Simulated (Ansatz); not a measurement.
## PBE against PBEsol: hypothetical Pm-3n SiC, biaxial strain −2.15 %, plane normal [001], relaxed out of plane

The parent structure is SiC (space group Pm-3n, No. 223; a = 5.357 Å; a hypothetical phase, not in the database extracts checked). Axes: x, y, z lie along the cube axes.

(Cell as relaxed with PBE.)

Levels (all Ansatz, a program for electronic structure, PAW): PBE (420 eV, no spin-orbit coupling); PBEsol (420 eV, no spin-orbit coupling).

Each level relaxes its own structure.

```tsv
base	PBE	PBEsol
volume per atom	12.81 Å³	12.63 Å³
lattice parameter a	5.357 Å	5.331 Å
band gap	1.88 eV	1.75 eV
```

Modification: biaxial strain −2.15 %, plane normal [001], relaxed out of plane (Cartesian); in-plane vectors clamped, the third vector and the atoms free.

```json
[
 {"quantity": "mean in-plane stress (compression positive)", "PBE": "+9.8 GPa", "PBEsol": "+10.0 GPa"},
 {"quantity": "valence-band top at Γ (three highest levels, from the VBM)", "PBE": "0.00, 0.00, -0.59 eV", "PBEsol": "0.00, 0.00, -0.61 eV"},
 {"quantity": "out-of-plane strain", "PBE": "+0.70 %", "PBEsol": "+0.75 %"}
]
```

PBE's in-plane stress lies 0.2 GPa below PBEsol's; PBE's out-of-plane strain lies 0.05 % below PBEsol's. Neither level is exact; PBEsol is the comparison here, not a measurement.

Whether these cells are dynamically stable was not tested.
